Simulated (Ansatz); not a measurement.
Fermi-surface data of TaC under load (space group R-3m)

```
TaC
1.0
    0.00388     2.22231     2.22231
    2.22231     0.00388     2.22231
    2.22231     2.22231     0.00388
Ta C
1 1
Direct
  0.00000   0.00000   0.00000
  0.50000   0.50000   0.50000
```

Computed with PBEsol, rigid bands (plane waves, PAW, scalar-relativistic; Ansatz, a quantum-chemistry and plane-wave program). Condition of this run: uniaxial stress along [111] of -1 GPa (compression positive) (the target of the relaxation). Geometry: cell and atoms relaxed with PBEsol, then loaded as said.

```
Property                                                          Result
------------------------------------  ----------------------------------
density of states at the Fermi level  0.618 states/(eV·cell), both spins
bare Sommerfeld coefficient                    0.73 mJ/(mol of atoms·K²)
Drude plasma energy                                               8.3 eV
root-mean-square Fermi velocity                                9.7e5 m/s
resistivity times τ                                     7.1 ×10⁻²² Ω·m·s
```

A metal at this level (no band gap); rigid bands, thermally averaged at 300 K, both spins. Spin-orbit coupling is left out, which matters with elements this heavy. τ is one relaxation time for all states.
